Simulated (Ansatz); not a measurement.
An Ansatz (an electronic-structure program) run: AlCo with a change (pressure −1 GPa); Ansatz, PBEsol, PAW, cutoff 420 eV, no spin-orbit coupling.

Input:

Ansatz 0.2 input:
```yaml
crystal:
  lattice:
    - [2.8227783358, 0, 0]
    - [0, 2.8227783358, 0]
    - [0, 0, 2.8227783358]
  atoms:
    - { symbol: Al, position: [0, 0, 0] }
    - { symbol: Co, position: [0.5, 0.5, 0.5] }
basis: { ecutwfc: 420, ecutrho_ratio: 4, xc_grid: 2, fft_grid_basis: typed }
kpoints: { mp_grid: { grid: [16, 16, 16] } }
hamiltonian:
  xc: pbesol
  dispersion: none
  pseudopotentials: { kind: paw }
scf: { occupations: { method: fermi_dirac, width: 0.05 } }
relax: { f_tol: 0.01, max_steps: 60, cell: { stress_tol: 0.02, p_target: -1.0 } }
output: { forces: true, stress: true }
checkpoint: { write: state.ck, write_every: 1000 }
```

Output (explanatory and most iteration lines left out):

```
Relaxation: its limit of steps is 60 (relax.max_steps)
Pseudopotential: Al, paw, valence charge 3
Pseudopotential: Co, paw, valence charge 17
Crystal: 2 atoms, lattice volume = 22.492 Å³
Basis set: ecut = 420 eV, 461 PW (Γ), exchange–correlation on 40×40×40 points (8 copies of the dense FFT grid, shifted against one another)
Bands: 14, of which v1, the nominal top of the filled ones, is band 10 counted from 1 (9 counted from 0)
Symmetry: 48 space group operations
Space group: Pm-3m (ITA 221), of the structure as read, at distance tolerance 2.8e-5 Å
k-points: 165 of 4096
Functional: x = pbesol(κ = 0.804, μ = 0.12345679012345678), c = pbesol(β = 0.046)
SCF iter   1: F=—  HF=-5618.789140 eV  |F-HF|=—  |Δ(HF+E_count)|=         —  Δρ=2.80e-2  dr2=1.09e-1  ethr=1.77e-3  ⟨swp⟩=4.6  Hψ=10842  notcnv=0
SCF iter   2: F=—  HF=-5618.779135 eV  |F-HF|=—  |Δ(HF+E_count)|=   1.00e-2  Δρ=1.24e-2  dr2=2.40e-2  ethr=5.43e-4  ⟨swp⟩=2.0  Hψ=4173  notcnv=0  defer=3
SCF 1 converged in 6 iterations: F = -5618.776532 eV  dr2 = 7.53e-11
relax step   1: F+E_penalty+E_count = -5618.77653157 eV  Δ(F+E_penalty+E_count) = +0.000e0 eV  max|allowed force component| = 5.110e-29 eV/Å  Δτ_max = 0.0000 Å  P = -0.009 GPa  Ω = 22.492 Å³  (6 SCF iters, dr2 threshold 1.00e-7 eV, accepted)
[... steps on the carried basis left out ...]
relax step   4: F+E_penalty+E_count = -5618.77616618 eV  Δ(F+E_penalty+E_count) = -8.448e-5 eV  max|allowed force component| = 1.256e-29 eV/Å  Δτ_max = 0.0000 Å  P = -0.988 GPa  Ω = 22.608 Å³  stress off target by 1.16e-2 GPa  SCF on the basis re-selected at this cell (its energy is not comparable with the rows above)  (6 SCF iters)
SCF converged after 6 iterations
Free energy (F): -5618.776166 eV
Internal energy: -5618.769210 eV  (E = F + TS)
E sigma→0 (E₀):  -5618.772688 eV
Entropy (-TS):   -0.006956 eV (-3.478 meV/atom)
Fermi energy:    14.758660 eV
--- Forces (eV/Å), atoms counted from 1 ---
  atom   1  Al    -0.00000000    -0.00000000     0.00000000
  atom   2  Co    -0.00000000    -0.00000000     0.00000000
--- Stress (GPa, compression-positive) ---
       -0.988418       0.000000      -0.000000
        0.000000      -0.988418      -0.000000
       -0.000000      -0.000000      -0.988418
  P = ⅓ Tr σ = -0.9884 GPa (-9.884 kbar)
--- Relaxed structure (3 steps of the walk, 3 accepted, 1 SCFs on fresh bases) ---
  cell:  # Å, volume = 22.6076 Å³
    - [2.827600080377425, -1.0432120532097527e-34, -4.81482486096809e-35]
    - [-1.0432120532097527e-34, 2.827600080377425, 0.0]
    - [-4.81482486096809e-35, 0.0, 2.827600080377425]
  atoms:
    - { symbol: Al, position: [-1.5513289320232757e-47, 6.463870550096981e-48, 4.441938019436161e-38] }
    - { symbol: Co, position: [0.5, 0.5, 0.5] }
```

Load acts through the strain it causes; cell and atoms are relaxed under it. Stability against distortions was not tested. All final runs are without spin polarisation. The cell was made from AlCo in the CsCl type structure (space group Pm-3m, No. 221; non-magnetic) by this change: pressure −1 GPa.
